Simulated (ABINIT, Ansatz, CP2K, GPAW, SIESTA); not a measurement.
## KF (Fm-3m, 2 atoms in the cell) computed with different codes at matched settings

Band-structure calculation.

```yaml
crystal:
  lattice:
    - [0.00000, 2.65627, 2.65627]
    - [2.65627, 0.00000, 2.65627]
    - [2.65627, 2.65627, 0.00000]
  atoms:
    - { symbol: K, position: [0.00000, 0.00000, 0.00000] }
    - { symbol: F, position: [0.50000, 0.50000, 0.50000] }
```

Shared settings, as Ansatz (an electronic-structure program) writes them: kpoints.mp_grid.grid = 6 6 6; scf.occupations.method = fixed. Potentials and cutoffs stand in the table.

```tsv
code	model	gap along the path (eV)	smallest direct gap (eV)	cutoff
Ansatz	PBE, PAW files	6.28	6.28	default
ABINIT	PBE, norm-conserving pseudopotentials (PseudoDojo nc-sr-05 PBE standard)	6.29	6.29	42 Ha
CP2K	PBE, GPW, DZVP-MOLOPT-SR-GTH basis, GTH-PBE potentials (GTH_POTENTIALS)	6.36	6.36	grid 550 Ry
GPAW	PBE, GPAW PAW datasets PBE (gpaw-data 1.0.1)	6.27	6.27	950 eV
SIESTA	GGA PBE, numerical atomic orbitals DZP, PseudoDojo PBE standard norm-conserving potentials (rewritten from UPF to PSML)	5.61	5.64	grid 300 Ry
```

The spread over the programs that give each value: gap along the path within 0.75 eV; smallest direct gap within 0.72 eV.

CP2K and SIESTA use small atom-centred bases, whose incompleteness enters pressures, forces and empty levels differently from a plane-wave cutoff.

In the gap along the path, SIESTA stands apart from the plane-wave programs.

The starting cell comes from a database of computed structures (which also holds hypothetical and non-ambient phases and stackings), without a prior relaxation at this level. Its lattice was rescaled by a random factor within 2.5 % of one.

Left out of this page: Quantum ESPRESSO, Elk and FLEUR (not drawn, or without a comparable value).

Keys are those of Ansatz 0.2.
